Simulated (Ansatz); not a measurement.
Start from ZnGeAs2 in the chalcopyrite structure (space group I-42d, No. 122; a = 5.655 Å, c = 11.187 Å). Axes: x, y, z lie along a, b, c of the conventional cell.

All numbers come from Ansatz (a quantum-chemistry and plane-wave program) PBEsol, spin-orbit coupling left out.

For the base:

* **Band gap**: 0.16 eV
* **Volume per atom**: 22.36 Å³

Perturbation: compressive biaxial strain of 2.25 % in the plane normal to [001], as in epitaxy on a mismatched substrate; the out-of-plane cell vector and the atoms relax.

Problem. How does this affect the in-plane stress, band gap and volume per atom?

Solution. The mean in-plane stress (compression positive) is +2.6 GPa; the band gap rises by 0.078 eV, from 0.16 eV to 0.23 eV; the volume per atom shrinks by 0.54 Å³ to 21.82 Å³.

No phonon test of stability was made. A zero or small gap of ZnGeAs2 can be the functional's error rather than a property of the material.
